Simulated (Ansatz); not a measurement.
Amorphous Ge$_{19}$Se$_{36}$O$_{2}$, 57 atoms at 4.53 g/cm³, one PBE-relaxed geometry, zone centre. Methods: PBE-D3(BJ), scalar-relativistic without spin-orbit coupling (Ansatz, a first-principles code); r2SCAN, scalar-relativistic without spin-orbit coupling (Ansatz). Plane waves to 420 eV (r2SCAN 500 eV). At PBE the levels at the filled edge of the gap are localised (band-tail or defect states). All rungs ran without spin polarisation.

The cell was made by melting and quenching with the CHGNet potential and then relaxed with DFT. O atoms were pushed apart under 1.9 Å during the dynamics, to hinder bonds among them. The hot cell started wider than the set density and was brought back towards it in steps. It is the lowest in DFT energy of 3 quenches. It is a model cell: composition and starting density were chosen by hand, and all elements were melted together. The geometry includes D3(BJ) dispersion. Its density started from a set value of 4.24 and ended at 4.53 g/cm³. The quench (nominally 150 K/ps over its main leg) was far faster than any real one, so the model tends to hold more defects than a real film. Values belong to this one cell and scatter from quench to quench. Volume and shape were free in the relaxation.

The relaxation ran on one k-point at (1/4, 1/4, 1/4). At PBE the level gap is 0.74 eV on a 2×2×2 Γ-centred mesh, and the spacing at the zone centre alone 0.78 eV.

### Question
What zone-centre spacing does r2SCAN give, roughly?

### Answer
0.96 eV (+0.18 eV against PBE).

The highest filled and the lowest empty state spread over these numbers of atoms (participation numbers): PBE: 7.7 and 34.9; r2SCAN: 13.9 and 32.4.
